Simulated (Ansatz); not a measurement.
Worked example: self-consistent single point of MgCd₃ (I4/mmm, 8 atoms in the cell) in Ansatz (a first-principles code).

Method of the run: PBEsol, default PAW files made with PBE (plane waves; Ansatz).

The change in words: 1 x 2 x 1 supercell, mesh divided and rounded up; kpoints.mp_grid.grid: 9 9 9 → 9 5 9. Reference geometry:
```xyz
4
Lattice="-2.1961 2.1961 4.4112 2.1961 -2.1961 4.4112 2.1961 2.1961 -4.4112" Properties=species:S:1:pos:R:3 pbc="T T T"
Mg     0.0000     0.0000     0.0000
Cd     0.0000     0.0000     4.4112
Cd     2.1961     0.0000     2.2056
Cd     0.0000     2.1961     2.2056
```

Reference input (self-consistent single point, DFT, PBEsol, plane waves, default PAW files made with PBE): basis.ecutwfc = 420 eV; kpoints.mp_grid.grid = 9 9 9; hamiltonian.xc = pbesol; hamiltonian.pseudopotentials = {kind: paw} (the program's default PAW files); scf.occupations.method = fermi_dirac; scf.occupations.width = 0.1 eV. This run's input differs from it in these lines:

Ansatz 0.2 input:
```diff
@@ -4,3 +4,3 @@
     - [-2.196135, 2.196135, 4.411175]
-    - [2.196135, -2.196135, 4.411175]
+    - [4.392270, -4.392270, 8.822350]
     - [2.196135, 2.196135, -4.411175]
@@ -8,5 +8,9 @@
     - { symbol: Mg, position: [0.000000, 0.000000, 0.000000] }
-    - { symbol: Cd, position: [0.500000, 0.500000, 0.000000] }
-    - { symbol: Cd, position: [0.250000, 0.750000, 0.500000] }
-    - { symbol: Cd, position: [0.750000, 0.250000, 0.500000] }
+    - { symbol: Mg, position: [0.000000, 0.500000, 0.000000] }
+    - { symbol: Cd, position: [0.500000, 0.250000, 0.000000] }
+    - { symbol: Cd, position: [0.500000, 0.750000, 0.000000] }
+    - { symbol: Cd, position: [0.250000, 0.375000, 0.500000] }
+    - { symbol: Cd, position: [0.250000, 0.875000, 0.500000] }
+    - { symbol: Cd, position: [0.750000, 0.125000, 0.500000] }
+    - { symbol: Cd, position: [0.750000, 0.625000, 0.500000] }
 basis:
@@ -15,3 +19,3 @@
   mp_grid:
-    grid: [9, 9, 9]
+    grid: [9, 5, 9]
 hamiltonian:
```

Log, with long lists cut:

```
SCF iter   1: F=—  HF=-52929.033977 eV  |F-HF|=—  |Δ(HF+E_count)|=         —  Δρ=5.32e-3  dr2=3.85e-2  ethr=1.77e-3  ⟨swp⟩=5.8  Hψ=57037  notcnv=0  defer=254
all-band conjugate gradients solve this SCF's bands
preconditioner: auto → Kerker (q_TF=auto, 2.641 Å⁻¹)
SCF iter   2: F=—  HF=-52929.022292 eV  |F-HF|=—  |Δ(HF+E_count)|=   1.17e-2  Δρ=1.65e-3  dr2=5.04e-3  ethr=2.75e-5  ⟨swp⟩=2.0  Hψ=26284  notcnv=0  defer=339
   [... lines left out ...]
SCF iter   4: F=—  HF=-52929.020383 eV  |F-HF|=—  |Δ(HF+E_count)|=   3.15e-4  Δρ=1.58e-4  dr2=1.18e-4  ethr=7.05e-7  ⟨swp⟩=2.0  Hψ=18223  notcnv=0  defer=339
SCF iter   5: F=—  HF=-52929.020344 eV  |F-HF|=—  |Δ(HF+E_count)|=   3.88e-5  Δρ=5.88e-5  dr2=5.29e-6  ethr=8.41e-8  ⟨swp⟩=2.0  Hψ=25337  notcnv=0  defer=339
SCF iter   6: F=—  HF=-52929.020527 eV  |F-HF|=—  |Δ(HF+E_count)|=   1.82e-4  Δρ=1.52e-5  dr2=2.68e-7  ethr=3.78e-9  ⟨swp⟩=2.0  Hψ=29486  notcnv=0  defer=339
SCF iter   7: F=-52929.020527 eV  HF=-52929.020527 eV  |F-HF|=3.91e-9  |Δ(HF+E_count)|=   6.15e-8  Δρ=2.86e-6  dr2=1.59e-8  ethr=7.14e-11  ⟨swp⟩=9.4  Hψ=76425  notcnv=0
SCF 1 converged in 7 iterations: F = -52929.020527 eV  dr2 = 1.59e-8
Free energy (F): -52929.020527 eV
Internal energy: -52928.928442 eV  (E = F + TS)
E sigma→0 (E₀):  -52928.974484 eV
Entropy (-TS):   -0.092084 eV (-11.511 meV/atom)
Fermi energy:    12.627248 eV
--- Forces (eV/Å), atoms counted from 1 ---
  atom   1  Mg     0.00000000     0.00000000     0.00000000
  atom   2  Mg     0.00000000    -0.00000000     0.00000000
  atom   3  Cd     0.00000000     0.00000000     0.00000000
  atom   4  Cd     0.00000000     0.00000000     0.00000000
  atom   5  Cd    -0.00019808    -0.00754808    -0.00093990
  atom   6  Cd    -0.00019808    -0.00754808    -0.00093990
  atom   7  Cd     0.00019808     0.00754808     0.00093990
  atom   8  Cd     0.00019808     0.00754808     0.00093990
--- Stress (GPa, compression-positive) ---
       -1.106649       0.117349       0.020352
        0.117349      -1.252772       0.092560
        0.020352       0.092560      -1.631266
  P = ⅓ Tr σ = -1.3302 GPa (-13.302 kbar)
  The stress holds the Pulay correction. Without it, at fixed plane waves, as pw.x and ABINIT print it: P = -1.3610 GPa
```

The run converged in 7 iterations. Against the reference run the free energy is nearly the same (within 1 meV/atom), the pressure moves little (-1.35 to -1.33 GPa) and the largest force goes from 0.000 to 0.008 eV/Å.

The starting cell comes from a database of computed structures (which also holds hypothetical and non-ambient phases and stackings), without a prior relaxation at this level. Ansatz's pressure includes its estimate of the finite-basis (Pulay) stress.

The mesh has a lower symmetry than the crystal, so small forces and shears that the space group forbids can appear.

Cost on one core of a shared machine: roughly 2 min.
